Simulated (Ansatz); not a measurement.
Start from TiSi2 (space group Fddd, No. 70; a = 4.8062 Å, b = 8.2649 Å, c = 8.5648 Å). Axes: x, y, z lie along a, b, c of the conventional cell.

Computed with PBE (Ansatz, a quantum-chemistry and plane-wave program, PAW, no spin-orbit coupling), earlier PAW set.

Base values:

```
Quantity            Value
---------------  --------
Pressure          0.0 GPa
Volume per atom  14.18 Å³
```

Perturbation: biaxial strain −4.81 %, plane normal [001], relaxed out of plane (Cartesian); in-plane vectors clamped, the third vector and the atoms free.

Question: Estimate the effect on the pressure and volume per atom.

Answer: The pressure (mean of the normal stresses, compression positive) goes from zero to 13.7 GPa; the volume per atom shrinks by 1.155 Å³, from 14.18 Å³ to 13.02 Å³.

No phonon test of stability was made. The final runs are not spin-polarised.
